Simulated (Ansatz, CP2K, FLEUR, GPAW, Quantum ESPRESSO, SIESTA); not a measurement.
## Code comparison for ZnInGaO4 (R3m, 7 atoms in the cell)

Self-consistent single point.

```yaml
crystal:
  lattice:
    - [1.67814, 0.96888, 8.85163]
    - [-1.67814, 0.96888, 8.85163]
    - [0.00000, -1.93775, 8.85163]
  atoms:
    - { symbol: In, position: [0.00000, 0.00000, 0.00000] }
    - { symbol: Ga, position: [0.78290, 0.78290, 0.78290] }
    - { symbol: Zn, position: [0.21710, 0.21710, 0.21710] }
    - { symbol: O, position: [0.87180, 0.87180, 0.87180] }
    - { symbol: O, position: [0.12820, 0.12820, 0.12820] }
    - { symbol: O, position: [0.70720, 0.70720, 0.70720] }
    - { symbol: O, position: [0.29280, 0.29280, 0.29280] }
```

All programs got the same cell, k-point mesh and kind of occupations (in Ansatz's words: kpoints.mp_grid.grid = 7 7 7; scf.occupations.method = fermi_dirac; scf.occupations.width = 0.1 eV); potentials, basis and cutoffs are each program's usual ones.

```csv
code,model,pressure (GPa),largest force (eV/Å),k-points,cutoff
Quantum ESPRESSO,"PBE, GBRV 1.5 ultrasoft (PBE) pseudopotentials",-1.59,1.672,44,50 Ry
FLEUR,"PBE, all-electron FLAPW (FLEUR), scalar-relativistic valence",–,1.637,44,Kmax 4.7 1/bohr
CP2K,"PBE, GPW, DZVP-MOLOPT-SR-GTH basis, GTH-PBE potentials (GTH_POTENTIALS)",1.02,1.756,172,grid 600 Ry
Ansatz,"PBE, PAW files",-1.65,1.736,44,default
GPAW,"PBE, GPAW PAW datasets PBE (gpaw-data 1.0.1)",–,1.534,44,900 eV
SIESTA,"GGA PBE, numerical atomic orbitals DZP, PseudoDojo PBE standard norm-conserving potentials (rewritten from UPF to PSML)",0.96,1.683,172,grid 300 Ry
```

Size of the force on each atom (eV/Å): Sizes of forces hide their directions.

| code | In1 | Ga2 | Zn3 | O4 | O5 | O6 | O7 |
|---|---|---|---|---|---|---|---|
| Quantum ESPRESSO | 1.414 | 0.818 | 0.347 | 1.530 | 1.164 | 1.672 | 1.271 |
| FLEUR | 1.411 | 0.809 | 0.358 | 1.551 | 1.096 | 1.637 | 1.256 |
| CP2K | 1.416 | 0.813 | 0.323 | 1.595 | 1.075 | 1.756 | 1.175 |
| Ansatz | 1.405 | 0.810 | 0.346 | 1.515 | 1.159 | 1.736 | 1.188 |
| GPAW | 1.407 | 0.893 | 0.332 | 1.534 | 1.000 | 1.480 | 1.239 |
| SIESTA | 1.469 | 0.965 | 0.244 | 1.683 | 0.880 | 1.655 | 1.160 |

A dash marks a value that a program does not give, or that is left out as unsure.

No clean gap comes from Quantum ESPRESSO, CP2K, Ansatz (a first-principles code), GPAW and SIESTA: levels at the Fermi energy touch, overlap or are partly filled at this smearing.

The spread over the programs that give each value: pressure within 2.67 GPa; largest force within 0.222 eV/Å.

The starting cell was generated: these elements placed on a structure prototype, without a prior relaxation; it need not be a known phase or ordering of this composition. Its lattice was rescaled by a random factor within 2.5 % of one. On Ansatz's run: In the base run, forces exceed 1 eV/Å. The run gives no clean gap (levels at the Fermi energy touch, overlap or are partly filled at this smearing), which alone does not show that the compound is a metal.

Q: Why do the programs differ, and what cannot be compared?

A: Differences of this kind can come from the potentials, where these differ, and from what each basis and cutoff leave unconverged. The valence holds different numbers of electrons (Quantum ESPRESSO 76, FLEUR 62, CP2K 62, Ansatz 62, GPAW 52, SIESTA 70). The zero of total energies and Fermi levels follows the potentials and each program's conventions, so they are not compared here. CP2K and SIESTA use small atom-centred bases, whose incompleteness enters pressures, forces and empty levels differently from a plane-wave cutoff. FLEUR treats all electrons, but the usual bases taken here (sphere radii, linearisation, local orbitals, empty states) were not tested for convergence, so the values are no reference for the others. Ansatz's pressure is given at a fixed set of plane waves, as the other plane-wave codes print theirs; with its correction for the finite basis it is -1.26 GPa (the shift of 0.40 GPa shows how far the cutoff is from converged). The pressure of GPAW is left out: its cutoff lies under the one at which its stress was checked. The programs reduce the same mesh by symmetry to different extents, which changes the work and not the result. In the pressure, CP2K (by 2.64) and SIESTA (by 2.59) lie more than 1 GPa from the median of the plane-wave programs. In the force vectors, CP2K (by 0.084), GPAW (by 0.192) and SIESTA (by 0.279) lie more than 0.08 eV/Å from the median of the plane-wave programs.

Left out of this page: ABINIT (failed or unconverged).

Keys are those of Ansatz 0.2.
